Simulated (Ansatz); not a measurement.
Functionals compared on NH2 on the 1x1 (110) surface of 3C silicon carbide (cut with top plane C + Si), one in a 2x2 cell, started at the site 'hollow Si', in Ansatz (plane waves, PAW). The structure was relaxed with PBE; the other rows are single points on it, each with its references at the same level. Cutoff 420 eV (500 eV for r2SCAN).

Host crystal: 3C silicon carbide, with a band gap (PBE, scalar-relativistic without spin-orbit coupling).

Model: 51-atom slab, 7.7 Å thick at the start under the adsorbate (thin: gaps and levels are the slab's own), 3x3x1 mesh, Fermi-Dirac 0.01 eV, dipole correction, 24 atoms held, the rest relaxed; symmetry of the start imposed; spin-polarised, ending with about 1.0 μB a cell; orders that need a larger cell were not tried, no spin-orbit, no U, no dispersion correction. At the end it is bonded to Si. In PBE it is, or lies within 0.03 eV of, the lowest of the starts that converged. These notes are the PBE run's. RPBE: The program's check for a lower electronic state was not made. r2SCAN: The program's check for a lower electronic state was not made. Adsorption energies are against NH3(g) − ½ H2(g). A negative adsorption energy means that the adsorbate is more stable on the surface than in its reference.

```
functional  adsorption energy (eV)  magnetic moment of the cell (μB)         rough cost of the single point
----------  ----------------------  --------------------------------  -------------------------------------
PBE                          -0.54                              1.00                                      –
RPBE                             …                              1.00  about 9 core-minutes (a rough figure)
r2SCAN                       -0.80                              1.00           very roughly 15 core-minutes
```

Problem. Some entries are withheld; supply them.

Solution. 
- RPBE, adsorption energy (eV): -0.39

Ansatz is a quantum-chemistry and plane-wave program.
